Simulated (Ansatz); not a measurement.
Input and output of a relaxation of cell and atoms for Ga2Pt (P1, 3 atoms in the cell) (Ansatz, an electronic-structure program).

Computed with LDA (PW92), PAW files made with PBE (plane waves; Ansatz).

```
Ga2Pt
1.0
    0.00000     2.96792     2.96792
    2.96792     0.00000     2.96792
    2.96792     2.96792     0.00000
Ga Pt
2 1
Cartesian
  4.43419   4.42895   4.45378
  1.54881   1.41680   1.45623
 -0.04716   0.09009   0.02582
```

Reference input (self-consistent single point, DFT, LDA (PW92), plane waves, PAW files made with PBE): kpoints.mp_grid.grid = 6 6 6; hamiltonian.xc = lda; hamiltonian.pseudopotentials = {kind: paw} (an earlier, softer set of the program's PAW files); scf.occupations.method = fermi_dirac; scf.occupations.width = 0.1 eV. This run's input differs from it in these lines:

```diff
@@ -21,2 +21,4 @@
     width: 0.1
+relax:
+  cell: {}
 output:
```

Log, with long lists cut:

```
   [... SCF lines of the steps left out ...]
relax step   1: F+E_penalty+E_count = -19661.90628808 eV  Δ(F+E_penalty+E_count) = +0.000e0 eV  max|allowed force component| = 9.407e-1 eV/Å  Δτ_max = 0.0000 Å  P = -2.862 GPa  Ω = 52.286 Å³  (9 SCF iters, dr2 threshold 1.00e-7 eV, accepted)
relax step   2: F+E_penalty+E_count = -19662.00790300 eV  Δ(F+E_penalty+E_count) = -1.016e-1 eV  max|allowed force component| = 4.320e-1 eV/Å  Δτ_max = 0.0691 Å  P = +2.011 GPa  Ω = 49.902 Å³  energy of the carried Pulay correction = +5.412e-4 eV  [...]
   [... lines left out ...]
relax step   5: F+E_penalty+E_count = -19662.02547521 eV  Δ(F+E_penalty+E_count) = -1.645e-5 eV  max|allowed force component| = 1.313e-4 eV/Å  Δτ_max = 0.0015 Å  P = -0.000 GPa  Ω = 50.542 Å³  energy of the carried Pulay correction = +3.936e-4 eV  [...]
relax step   6: F+E_penalty+E_count = -19662.02502937 eV  Δ(F+E_penalty+E_count) = +4.458e-4 eV  max|allowed force component| = 1.465e-4 eV/Å  Δτ_max = 0.0000 Å  P = +0.005 GPa  Ω = 50.542 Å³  stress off target by 9.77e-3 GPa  SCF on the basis [...]
basis re-selected at this cell: Δ(F+E_penalty+E_count) = +4.458e-4 eV, ΔP = +0.005 GPa vs the last step
Free energy (F): -19662.025029 eV
Internal energy: -19661.988381 eV  (E = F + TS)
E sigma→0 (E₀):  -19662.006705 eV
Entropy (-TS):   -0.036649 eV (-12.216 meV/atom)
Fermi energy:    13.824311 eV
--- Forces (eV/Å), atoms counted from 1 ---
  atom   1  Ga     0.00012945    -0.00003556    -0.00014635
  atom   2  Ga    -0.00011655     0.00000740     0.00013484
  atom   3  Pt    -0.00001346     0.00002942     0.00001194
--- Stress (GPa, compression-positive) ---
        0.004482      -0.001950      -0.001368
       -0.001950       0.008301       0.001686
   [... lines left out ...]
  cell:  # Å, volume = 50.5419 Å³
   [... lines left out ...]
    - [2.934732266257891, 2.1118841134097415e-5, 2.934935576814239]
    - [2.9348097974226497, 2.934284841729046, -5.641232362450969e-5]
  atoms:
    - { symbol: Ga, position: [0.7500564258918979, 0.7499914428937141, 0.7499663370012299] }
    - { symbol: Ga, position: [0.2499442708038036, 0.25000749782305487, 0.25003371271072455] }
    - { symbol: Pt, position: [-6.983803831999328e-7, 6.026708514938957e-8, -5.1396636608078676e-8] }
```

The run converged. 

Summary of the result:
- Free energy E − TS (on the zero of these files): -19662.0250 eV
- Fermi level (on the code's own zero): 13.82 eV
- Pressure: 0.01 GPa
- Final cell: a = 4.150 Å, b = 4.150 Å, c = 4.150 Å, α = 60.00°, β = 60.00°, γ = 59.99°
- Final volume per atom: 16.85 Å³
- Relaxation steps: 6

The starting cell comes from a database of computed structures (which also holds hypothetical and non-ambient phases and stackings), without a prior relaxation at this level. Its atoms were displaced at random from the sites of space group no. 225. Spin polarisation is off. Ansatz's pressure includes its estimate of the finite-basis (Pulay) stress.

Cost on one core of a shared machine: roughly 70 s.

Keys are those of Ansatz 0.2.
